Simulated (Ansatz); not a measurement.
Reference: ZnS (F-43m), PBEsol with spin-orbit coupling, rigid bands (plane waves, PAW; Ansatz, a quantum-chemistry and plane-wave program); geometry: cell and atoms relaxed with PBEsol.

```cif
data_S4Zn4
_chemical_formula_sum 'Zn4 S4'
_space_group_name_H-M_alt 'F-43m'
_space_group_IT_number 216
_space_group_name_Hall 'F -4 2 3'
_cell_length_a 5.35630
_cell_length_b 5.35630
_cell_length_c 5.35630
_cell_angle_alpha 90.000
_cell_angle_beta 90.000
_cell_angle_gamma 90.000
loop_
_atom_site_label
_atom_site_type_symbol
_atom_site_symmetry_multiplicity
_atom_site_Wyckoff_symbol
_atom_site_fract_x
_atom_site_fract_y
_atom_site_fract_z
_atom_site_occupancy
Zn1 Zn 4 a 0.00000 0.00000 0.00000 1
S1 S 4 d 0.75000 0.75000 0.75000 1
```
(The calculation used a cell of 2 atoms; values per cell refer to that cell.)

- band gap = 2.07 eV
- electron conductivity mass = 0.179 mₑ
- hole conductivity mass = 0.84 mₑ
- Seebeck coefficient, n-type 1e19 cm⁻³ = -104 μV/K

Question: Replace S by Se on the same sites and relax. What happens?

Answer: ZnSe (F-43m): volume per atom 19.2 to 22.3 Å³; band gap falls (2.07 eV to 1.11 eV); electron conductivity mass falls (0.179 mₑ to 0.100 mₑ); hole conductivity mass falls (0.84 mₑ to 0.66 mₑ); Seebeck coefficient, n-type 1e19 cm⁻³ falls in size (-104 μV/K to -64 μV/K).

Question: Swap Zn for Be, keeping the structure type. How do these values move?

Answer: BeS (F-43m): volume per atom 19.2 to 14.2 Å³; band gap rises (2.07 eV to 2.88 eV); electron conductivity mass rises (0.179 mₑ to 0.37 mₑ); hole conductivity mass falls (0.84 mₑ to 0.76 mₑ); Seebeck coefficient, n-type 1e19 cm⁻³ rises in size (-104 μV/K to -275 μV/K).

Moves up to 5 % count as about the same. Masses are for dilute carriers at 300 K, harmonic means over directions unless an axis is named. Seebeck coefficients are for the stated density at 300 K, with one relaxation time for all states and whether or not that doping can be reached.
